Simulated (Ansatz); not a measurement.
**Si (P6₃/mmc, No. 194, 4 atoms in the cell; start mp-165; another form than the element's usual one)**

Level of theory: LDA (PAW; Ansatz, a quantum-chemistry and plane-wave program).

Settings: plane-wave cutoff 520 eV, 12×12×6 k mesh (along the axes of the cell as run), Fermi–Dirac smearing 0.01 eV, scalar-relativistic PAW data made under PBE.

Cell (relaxed at this level):

```cif
data_Si4
_chemical_formula_sum 'Si4'
_space_group_name_H-M_alt 'P63/mmc'
_space_group_IT_number 194
_space_group_name_Hall '-P 6c 2c'
_cell_length_a 3.80179
_cell_length_b 3.80179
_cell_length_c 6.28995
_cell_angle_alpha 90.000
_cell_angle_beta 90.000
_cell_angle_gamma 120.000
loop_
_atom_site_label
_atom_site_type_symbol
_atom_site_symmetry_multiplicity
_atom_site_Wyckoff_symbol
_atom_site_fract_x
_atom_site_fract_y
_atom_site_fract_z
_atom_site_occupancy
Si1 Si 4 f 0.33333 0.66667 0.06305 1
```

```
Item                                  Result
---------------  ---------------------------
band gap         0.27 eV (on the SCF k mesh)
bulk modulus B0                     96.7 GPa
```

Note: the relaxation could not lower the start's symmetry, so the cell can be a saddle point above a distorted one; the bulk modulus is −V dP/dV from two relaxed cells at ±2 % in volume.

The computed numbers hold no vibrational or temperature effects.

Cost on a shared machine: around 25 core-seconds (rough).

A start named mp-… is a Materials Project structure, which need not be a measured phase.
